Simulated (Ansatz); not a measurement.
Response to strain in Sb

Base system: Sb (space group R-3m, No. 166; a = 4.3263 Å, c = 11.3390 Å (hexagonal axes); layered; relaxed with 0.1 eV smearing). Axes: x lies along a and z along c of the hexagonal cell.

Strains are applied to the cell and any free atomic positions relax.

Method: Ansatz (a quantum-chemistry and plane-wave program), r2SCAN+rVV10, PAW, cutoff 500 eV, scalar-relativistic without spin-orbit coupling.

Candidates:
(a) uniaxial strain ε_xx = +2.13 %
(b) uniaxial strain ε_yy = +2.50 %
(c) isotropic strain −4.36 %

Notes on the quantities. energy relative to the base: free energy F.

Order them by energy relative to the base, highest first.

(c) isotropic strain −4.36 % (+79 meV/atom), (b) uniaxial strain ε_yy = +2.50 % (+5.6 meV/atom), (a) uniaxial strain ε_xx = +2.13 % (+4.1 meV/atom)

No phonon test of stability was made.
